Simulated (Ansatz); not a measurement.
**Au: energy against strain**

Au (fcc, Fm-3m, 17.016 Å³/atom at rest) under an equal strain ε in the (111) plane with the normal axis free, as in a coherent film. PBEsol in Ansatz, a plane-wave DFT program (PAW, default set), 420 eV, 28×28×28 Γ-centred mesh, Fermi-Dirac smearing 0.10 eV; ions are relaxed within the symmetry of each cell.

Here s stands for strain and y for E less E0.

```csv
strain (%),E less E0 (meV/atom)
-2.50,?
-1.25,3.49
-0.83,1.53
-0.42,0.38
0.00,0.00
0.42,0.37
0.83,1.40
1.25,3.03
```

The 7 complete rows are fitted with a parabola, y against s. Least squares gives y = 0.012 - 0.1415·s + 2.0834·s². Residuals (row less fit): 0.046, -0.035, -0.059, -0.012, 0.050, 0.070, -0.060; standard error 0.067 (degrees of freedom: 4). Twice the quadratic coefficient over the volume, 2 × 2.0834 meV × 10⁴ × 0.1602 / 17.016 Å³, is twice the biaxial elastic modulus of this plane = 392 ± 8 GPa.

Task: Predict the withheld y at s = -2.50 from the fit, and compare with the calculation.

Result: y = 0.012 - 0.1415 × (-2.50) + 2.0834 × (-2.50)² = 13.387 meV/atom. The calculation gives 13.91 meV/atom, 0.523 meV/atom above the prediction (3.8 % of the range of y in the table). The row lies outside the fitted rows, so this is an extrapolation. From the scatter of the fitted rows alone, a prediction at this place has a standard error of 0.257 meV/atom, so the miss is 2.0 times that.

One order more doesn't follow all runs of the series either: the slope changes along it. In a metal these values are sensitive to mesh and smearing; energies are taken to zero smearing, stresses follow the free energy. Rows are the converged runs of the series near zero and its far end; series whose fitted rows scatter by over a few per cent of the range, as at a crossing or softening among them, aren't shown in this form. Most that stay on the fit to the last digits aren't either.
